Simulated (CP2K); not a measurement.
Input and output of a self-consistent single point for CdO (Fm-3m, 2 atoms in the cell) (CP2K).

Computed with PBE, GPW, DZVP-MOLOPT-SR-GTH basis, GTH-PBE potentials (GTH_POTENTIALS) run with CP2K.

The change in words: lattice scaled by 0.98. Reference geometry:
```yaml
crystal:
  lattice:
    - [3.32059, 0.00000, 0.00000]
    - [1.66029, 2.87571, 0.00000]
    - [1.66029, 0.95857, 2.71125]
  atoms:
    - { symbol: Cd, position: [0.00000, 0.00000, 0.00000] }
    - { symbol: O, position: [0.50000, 0.50000, 0.50000] }
```

Reference input (self-consistent single point, DFT PBE, GPW, DZVP-MOLOPT-SR-GTH basis, GTH-PBE potentials (GTH_POTENTIALS)): CUTOFF = 500 Ry; REL_CUTOFF = 50 Ry; SMEAR/METHOD = GAUSSIAN; SIGMA = 0.1 eV; KPOINTS/SCHEME = MONKHORST-PACK 10 10 10; GAMMA_CENTERED = T; XC_FUNCTIONAL = PBE; Cd/BASIS_SET = DZVP-MOLOPT-SR-GTH-q12; Cd/POTENTIAL = GTH-PBE-q12; O/BASIS_SET = DZVP-MOLOPT-SR-GTH-q6; O/POTENTIAL = GTH-PBE-q6; METHOD = GPW. This run's input differs from it in these lines:

```diff
@@ -63,5 +63,5 @@
     &CELL
-      A 3.32058800 0.00000000 0.00000000
-      B 1.66029400 2.87571300 0.00000000
-      C 1.66029400 0.95857100 2.71124800
+      A 3.25417600 0.00000000 0.00000000
+      B 1.62708800 2.81819900 0.00000000
+      C 1.62708800 0.93940000 2.65702400
       PERIODIC XYZ
```

The program printed (abridged):

```
 SCF WAVEFUNCTION OPTIMIZATION

  Step     Update method      Time    Convergence         Total energy    Change
     1 NoMix/Diag. 0.30E+00      -     1.52747878       -62.2201105604 -6.22E+01
     2 Broy./Diag. 0.30E+00      -     0.29764849       -60.4960487227  1.72E+00
     3 Broy./Diag. 0.30E+00      -     0.05353276       -61.9968702304 -1.50E+00
     4 Broy./Diag. 0.30E+00      -     0.01779480       -62.1046424803 -1.08E-01
     5 Broy./Diag. 0.30E+00      -     0.00431250       -62.0838028309  2.08E-02
     6 Broy./Diag. 0.30E+00      -     0.00096982       -62.0985449196 -1.47E-02
     7 Broy./Diag. 0.30E+00      -     0.00008945       -62.0958108373  2.73E-03
     8 Broy./Diag. 0.30E+00      -     0.00011806       -62.0964204336 -6.10E-04
     9 Broy./Diag. 0.30E+00      -     0.00000139       -62.0965812532 -1.61E-04
    10 Broy./Diag. 0.30E+00      -     0.00000248       -62.0965680265  1.32E-05
    11 Broy./Diag. 0.30E+00      -     0.00000003       -62.0965735542 -5.53E-06
  *** SCF run converged in    11 steps ***

  Overlap energy of the core charge distribution:               0.00000000005047
  Self energy of the core charge distribution:               -115.38375256161426
  Core Hamiltonian energy:                                     36.22313907141919
  Hartree energy:                                              27.29860032783986
  Exchange-correlation energy:                                -10.23454884582447
  Smearing free energy correction:                             -0.00001154603980
  Fermi energy:                                                 0.27503409995495

  Total energy:                                               -62.09657355416905
  Total energy (extrapolated to sigma->0):                    -62.09656778114915

                     Mulliken Population Analysis

   [... lines left out ...]

 STRESS| Analytical stress tensor [bar]
 STRESS|                        x                   y                   z
 STRESS|      x        2.02689936410E+05   2.38498597393E+01   1.68643969676E+01
 STRESS|      y        2.38498597393E+01   2.02662461774E+05   9.54501950500E+00
 STRESS|      z        1.68643969676E+01   9.54501950500E+00   2.02655370954E+05
 STRESS| 1/3 Trace                                             2.02669256380E+05
```

The run converged in 11 iterations. Against the reference run the free energy goes up by 67.4 meV/atom and the pressure goes from 8.73 to 20.27 GPa.

The starting cell comes from a database of computed structures (which also holds hypothetical and non-ambient phases and stackings), without a prior relaxation at this level. Its lattice was rescaled by a random factor within 2.5 % of one. For this run, on top of that: lattice scaled by 0.98. Values carry the incompleteness of an atom-centred basis. With a pressure of about 20 GPa the cell is away from its equilibrium volume at this level. The run gives no clean gap (levels at the Fermi energy touch, overlap or are partly filled at this smearing), which alone does not show that the compound is a metal.

Cost on one core of a shared machine: roughly 2 min.
